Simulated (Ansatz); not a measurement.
Consider ZnCu in the CsCl type structure (space group Pm-3m, No. 221; a = 2.9085 Å; relaxed with 0.1 eV smearing). Axes: x, y, z lie along the cube axes.

Calculations: PBEsol in Ansatz (plane waves to 420 eV, PAW, scalar-relativistic without spin-orbit coupling).

It is then changed as follows: biaxial strain +1.25 %, plane normal [111], relaxed out of plane (Cartesian); in-plane vectors clamped, the third vector and the atoms free.

Task: What happens to the out-of-plane strain, in-plane stress and energy relative to the base?

Result: The out-of-plane strain comes out as -0.59 %; the mean in-plane stress (compression positive) amounts to -3.6 GPa; the energy goes up by 3.6 meV/atom.

Whether these cells are dynamically stable was not tested. All final runs are without spin polarisation.

Ansatz is a first-principles code.
